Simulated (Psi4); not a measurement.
Psi4 1.11, B3LYP/def2-svp: Mg(OH2)6 ([OH2]->[Mg+2](<-[OH2])(<-[OH2])(<-[OH2])(<-[OH2])<-[OH2]), charge +2, multiplicity 1, 19 atoms. The geometry is a generated start, not checked to be a minimum at this level.

* **task**: energy
* **method**: b3lyp
* **basis**: def2-svp
* **memory**: 3 GB
* **maxiter**: 100
* **keys of the molecule block**: symmetry c1
* **scf_type**: df (default)
* **diis_max_vecs**: 10 (default)
* **e_convergence**: 1e-06 (default)
* **d_convergence**: 1e-06 (default)
* **dft_radial_points**: 75 (default)
* **dft_spherical_points**: 302 (default)
* **basis functions**: 162
* **grid points**: 404138

```xyz
19

Mg     0.0052    -0.0004    -0.0024
O     -0.6891     1.6542    -0.8371
H     -1.4697     1.7492    -1.3930
H     -0.1797     2.4608    -0.9679
O      1.5715     0.9992     0.6798
H      1.4860     1.7588     1.2661
H      2.5120     0.8055     0.6158
O      1.0220    -0.4495    -1.6342
H      1.9515    -0.2865    -1.8226
H      0.6423    -0.7582    -2.4625
O     -1.0131     0.4630     1.6219
H     -1.6917     1.1380     1.7240
H     -0.8827     0.0615     2.4870
O     -1.5388    -1.0093    -0.7240
H     -1.5075    -1.8396    -1.2106
H     -2.4671    -0.8342    -0.5366
O      0.6348    -1.6401     0.9030
H      0.0905    -2.4106     1.0934
H      1.5236    -1.8616     1.1999
```

Charge 2 and multiplicity 1 are set for this test and not shown to be the ground state.

With the defaults (diis = true, scf_initial_accelerator = adiis, damping_percentage = 0, guess = auto, which took SAD, soscf = false, soscf_start_convergence = 0.01, diis_start = 1) it converges in 7 SCF iterations. One run each on 2 threads, with these changes:
- diis_start = 4
- diis = false, scf_initial_accelerator = none, damping_percentage = 60
- guess = sadno
- guess = gwh
- guess = modhuckel
- damping_percentage = 60
- scf_initial_accelerator = ediis
- soscf = true, soscf_start_convergence = 0.1
- guess = core

### Question
Which of these changes keep the SCF from converging, or lead it to another solution?

### Answer
No convergence: diis = false, scf_initial_accelerator = none, damping_percentage = 60 (the run ends without SCF convergence in 100 iterations). The rest reach the solution of the defaults.

| setting | SCF iterations | JK calls | end |
|---|---|---|---|
| soscf = true, soscf_start_convergence = 0.1 | 5 | 16 | same solution |
| the defaults | 7 | 8 | same solution |
| scf_initial_accelerator = ediis | 7 | 8 | same solution |
| guess = sadno | 8 | 8 | same solution |
| guess = modhuckel | 8 | 24 | same solution |
| guess = gwh | 9 | 9 | same solution |
| guess = core | 11 | 11 | same solution |
| diis_start = 4 | 12 | 13 | same solution |
| damping_percentage = 60 | 62 | 63 | same solution |
| diis = false, scf_initial_accelerator = none, damping_percentage = 60 | 100 | 101 | no convergence |

An SOSCF iteration holds several JK calls; a Hückel guess adds calls on atoms.
